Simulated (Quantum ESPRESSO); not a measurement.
One base run on MgCrTeW₂O₁₂ (P1, 17 atoms in the cell) and variants with one or two settings moved

```xyz
17
Lattice="5.1754 0.0000 0.0000 -0.0066 5.3731 0.0000 -0.0385 -0.3501 7.4912" Properties=species:S:1:pos:R:3 pbc="T T T"
Mg     2.5336     4.9096     1.9200
Cr     0.0164     5.2409     0.0428
Te     2.5520     2.4620     3.7662
W     -0.0090     5.1711     3.8586
W      2.5959     2.2006     7.4317
O      1.6005     4.1244     4.1474
O      0.5605     5.2601     1.9770
O      1.4216     0.7868     7.2670
O      0.9549     1.4666     4.1924
O      4.0541     1.4757     0.3878
O      2.0446     2.7704     1.9315
O      3.1610     2.3216     5.5722
O      1.0726     3.4855     7.2023
O      4.0641     3.6265     3.3129
O      3.6116     4.2438     0.3967
O      4.6974     5.0606     5.6099
O      3.4919     0.8262     3.2500
```
Moments meant for the start (each program seeds them in its own way; μB, in the order of the atoms Mg Cr Te W W O O O O O O O O O O O O): 0.0 3.0 0.0 0.0 0.0 0.0 0.0 0.0 0.0 0.0 0.0 0.0 0.0 0.0 0.0 0.0 0.0.

Base run A: LDA (PZ), GBRV 1.5 ultrasoft (LDA) pseudopotentials (Quantum ESPRESSO), self-consistent single point.

Its settings: ecutwfc = 50 Ry; ecutrho = 400 Ry; occupations = smearing; smearing = fd; degauss = 0.00147 Ry; nspin = 2; K_POINTS = automatic 3 3 2 0 0 0; conv_thr = 1e-09 Ry; mixing_beta = 0.5.

The starting cell comes from a database of computed structures (which also holds hypothetical and non-ambient phases and stackings), without a prior relaxation at this level. With one magnetic atom in the cell only a parallel order is possible. In the base run, with a pressure of about -11 GPa the cell is away from its equilibrium volume at this level. In the base run, forces exceed 1 eV/Å. Without a gap this mesh is coarse (it stands for a supercell whose shortest vector is 15 Å).

ΔF is the free energy per atom less that of run A. 

Runs:
- B: conv_thr: 1e-09 Ry → 0.00073 Ry
- C: nbnd: default → 67
- D: smearing: fd → mp; degauss: 0.00147 Ry → 0.02205 Ry

```json
[
 {"run": "A", "ΔF (meV/atom)": "0.00", "pressure (GPa)": "-10.69", "largest force (eV/Å)": "1.937", "size of the net moment (μB/atom)": "0.12"},
 {"run": "B", "ΔF (meV/atom)": "0.32", "pressure (GPa)": "-10.64", "largest force (eV/Å)": "1.934", "size of the net moment (μB/atom)": "0.12"},
 {"run": "C", "ΔF (meV/atom)": "0.00", "pressure (GPa)": "-10.69", "largest force (eV/Å)": "1.937", "size of the net moment (μB/atom)": "0.12"},
 {"run": "D", "ΔF (meV/atom)": "-0.42", "pressure (GPa)": "-10.72", "largest force (eV/Å)": "1.922", "size of the net moment (μB/atom)": "0.12"}
]
```

Run C against A: The free energy is nearly the same (within 1 meV/atom), the pressure stays at -10.69 GPa, the largest force stays at 1.937 eV/Å and the size of the net moment stays at 0.12 μB/atom.

Run D against A: The free energy hardly moves (within 1 meV/atom), the pressure hardly changes (-10.69 to -10.72 GPa), the largest force goes from 1.937 to 1.922 eV/Å and the size of the net moment stays at 0.12 μB/atom.

Run B against A: The free energy hardly moves (within 1 meV/atom), the pressure hardly changes (-10.69 to -10.64 GPa), the largest force hardly changes (1.937 to 1.934 eV/Å) and the size of the net moment stays at 0.12 μB/atom.
